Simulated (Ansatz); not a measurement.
The parent structure is HfC in the rock salt structure (space group Fm-3m, No. 225; relaxed with 0.1 eV smearing).

```
CELL_PARAMETERS angstrom
      0.00000     2.32030     2.32030
      2.32030     0.00000     2.32030
      2.32030     2.32030     0.00000
ATOMIC_POSITIONS crystal
  C  0.00000 0.00000 0.00000
  Hf 0.50000 0.50000 0.50000
```

Cartesian axes are those of the cell as printed.

Method: r2SCAN/PAW in Ansatz (a program for electronic structure), spin-orbit coupling left out.

Strains are applied to the cell and any free atomic positions relax.

One change was made to it. Results:

```json
[
 {"quantity": "pressure (mean of the normal stresses, compression positive)", "base": "0.0 GPa", "after": "-6.3 GPa"},
 {"quantity": "energy relative to the base (free energy F)", "base": "0 meV/atom", "after": "+10 meV/atom"},
 {"quantity": "shortest interatomic distance", "base": "2.320 Å", "after": "2.326 Å"}
]
```

Q: Which of these changes matches the shifts?
(A) isotropic strain −4.59 %
(B) tensor shear ε_yz = −1.37 %
(C) strain tensor (xx, yy, zz, yz, xz, xy) = (+0.25, +0.96, +1.57, +0.41, −0.54, +0.41) %

A: C, strain tensor (xx, yy, zz, yz, xz, xy) = (+0.25, +0.96, +1.57, +0.41, −0.54, +0.41) %. For comparison, the energy relative to the base in the other runs: tensor shear ε_yz = −1.37 % gives +5.5 meV/atom; isotropic strain −4.59 % gives +0.207 eV/atom.

Stability against distortions was not tested. All final runs are without spin polarisation.
